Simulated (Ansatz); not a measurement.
## SnO2: isotropic strain +3.00 %

Consider SnO2 in the rutile structure (space group P4_2/mnm, No. 136; a = 4.828 Å, c = 3.238 Å).

One thing is altered: an isotropic linear strain of +3.00 %, atoms relaxed at fixed cell.

All numbers come from PBE (Ansatz, a quantum-chemistry and plane-wave program), no spin-orbit coupling. Settings: 7×7×10 k-points, 0.05 eV Fermi–Dirac smearing.

The volume per atom grows by 1.166 Å³, from 12.58 Å³ to 13.74 Å³ and the space group stays P4_2/mnm (No. 136). The shortest interatomic distance goes up by 0.051 Å, from 2.089 Å to 2.140 Å and the energy goes up by 49 meV/atom. The pressure (mean of the normal stresses, compression positive) goes from zero to -12.4 GPa and the band gap becomes zero (base: 0.68 eV). The largest internal atomic displacement amounts to 0.019 Å.

Cost of the whole job for the changed cell (relaxation, final SCF and bands): around 40 core-seconds (rough).

Stability against distortions was not tested. All final runs are without spin polarisation. Gaps under 0.05 eV, about the width of the smearing, are given as zero. A zero or small gap of SnO2 under isotropic strain +3.00 % can be the functional's error rather than a property of the material.
